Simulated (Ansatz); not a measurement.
Cost and result by functional for the surface energy of the (20-23) surface of hcp Re in its 1x1 cell, outermost plane spacing 0.16 Å in the ideal cut, in Ansatz (plane waves, PAW). Single points on the PBE structure, on one kind of machine; costs are rough ratios of the slab run's core time (references not counted) to the cheapest single point. r2SCAN's cost holds its higher cutoff (500 against 420 eV). Differences are taken against r2SCAN for comparison alone: no measured value is at hand, so the table doesn't rank accuracy.

Slab: 24 atoms, 10.5 Å thick at the start (thin: gaps and levels are the slab's own); k 14x4x1, smearing 0.1 eV, dipole-corrected; all atoms relaxed; held to the part of the start's symmetry that mesh and held atoms allow; no spin, no spin-orbit, no U. These notes are the PBE run's.

| functional | relative cost | surface energy (J/m²) | less r2SCAN (J/m²) |
|---|---|---|---|
| RPBE | 1 | 3.21 | -0.43 |
| LDA | 1 | 3.93 | 0.29 |
| PBEsol | 1 | 3.81 | 0.18 |
| r2SCAN | 2 | 3.64 | 0.00 |
| PBE (the relaxed run's value) | – | 3.42 | -0.22 |

The values span 0.72 J/m², while the single points' costs differ by a factor of roughly 2. Differences are of unrounded values.

Ansatz is an electronic-structure program.
